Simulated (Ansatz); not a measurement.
For CoGe (P2₁3, No. 198; start mp-10692), LDA (PAW; Ansatz, a program for electronic structure) gives:

lattice parameter a: 4.525 Å
enthalpy of formation: -0.330 eV/atom

Q: What does PBEsol (Ansatz, plane waves, PAW) give for the same quantities?

A: 
- lattice constant a: 4.568 Å (rises by 1.0 %)
- formation enthalpy: -0.297 eV/atom (moves by +0.033 eV/atom)

Changes are worked out from the printed values.

Unless a cell is named, each level is at its own relaxed cell (LDA 11.58, PBEsol 11.91 Å³/atom).

The crystal itself was run without spin with LDA, PBEsol.

Caveats: the relaxation could not lower the start's symmetry, so the cell can be a saddle point above a distorted one (LDA, PBEsol). Ansatz's density-functional and Hartree–Fock values are scalar-relativistic unless marked +SOC, with PAW data made under PBE.

A start named mp-… is a Materials Project structure, which can be a computed phase never made.
